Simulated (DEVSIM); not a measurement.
Structure: Schottky contact on n-type GaP, at 300 K.

Layer 1 from the left is GaP, thickness (μm) 0.600, Nd (cm⁻³) 3.8e15, τn (s) 2.6e-6, τp (s) 2.6e-6. Layer 2 from the left is GaP, thickness (μm) 0.670, Nd (cm⁻³) 6.2e17, τn (s) 2.6e-6, τp (s) 2.6e-6.

Left contact: Schottky, work function 4.88 eV, emission velocity 1.6e6 cm/s. Right contact: ohmic. Voltage is applied to the left contact. Recombination: SRH at mid-gap, radiative. Mobility is μmin + (μ − μmin)/(1 + (N/Nref)^α).

This is a model device: material constants are rounded textbook-type values typed into the input, and sizes, dopings and lifetimes were drawn at random. Values at 300 K.

GaP: gap (eV) 2.26, affinity (eV) 3.8, permittivity 11.1, Nc (cm⁻³) 1.8e19, Nv (cm⁻³) 1.9e19, μn (cm²/Vs) 250, μp (cm²/Vs) 150, μn,min 10, μp,min 10, Nref,n 4.4e18, Nref,p 1e18, αn 0.8, αp 0.85, B (cm³/s) 1e-13.

Simulated with DEVSIM: 1D drift-diffusion, Boltzmann statistics, complete ionisation; no tunnelling, impact ionisation, image-force lowering or self-heating. Metal contacts follow the ideal Schottky-Mott rule: no Fermi-level pinning, no interface dipoles.

Dark forward current:

| |V| (V) | |J| (A/cm²) |
|---|---|
| 0.05 | 1.626e-11 |
| 0.10 | 1.280e-10 |
| 0.15 | 8.952e-10 |
| 0.20 | 6.162e-9 |
| 0.25 | 4.229e-8 |
| 0.30 | 2.898e-7 |
| 0.35 | 1.983e-6 |
| 0.40 | 1.354e-5 |
| 0.45 | 9.230e-5 |
| 0.50 | 0.0006269 |
| 0.55 | 0.004238 |
| 0.60 | 0.02843 |
| 0.65 | 0.1882 |
| 0.70 | 1.206 |
| 0.75 | 7.039 |
| 0.80 | 31.75 |
| 0.85 | 93.76 |
| 0.90 | 192.0 |
| 0.95 | 314.7 |
| 1.00 | 453.2 |
| 1.05 | 602.8 |
| 1.10 | 761.2 |
| 1.15 | 926.9 |
| 1.20 | 1099 |
| 1.25 | 1278 |
| 1.30 | 1463 |

Problem. Work out the local ideality factor n = ΔV / (kT/q · ln(J2/J1)) between the rows 0.15 and 0.20 V, 1.25 and 1.30 V.

Solution. kT/q = 25.85 mV. From 0.15 to 0.20 V: ln(6.162e-9/8.952e-10) = 1.929, n = 1.00, near the 1 of diffusion or emission over a barrier. From 1.25 to 1.30 V: ln(1463/1278) = 0.135, n = 14.31.

Problem. Estimate the current at 0.40 V for emission alone, J0 = q v N_band exp(−φB/kT), and read the barrier back from the simulated current.

Solution. φB = 1.080 eV, N_band = 1.80e19 cm⁻³, J0 = 3.31e-12 A/cm²; J = J0 (exp(qV/kT) − 1) = 1.74e-5 A/cm². The simulation gives 1.35e-5 A/cm²; the estimate lies 28 % above. Read backwards, the simulated current gives an apparent barrier of 1.086 eV. The estimate leaves out transport through the depletion region and minority injection.
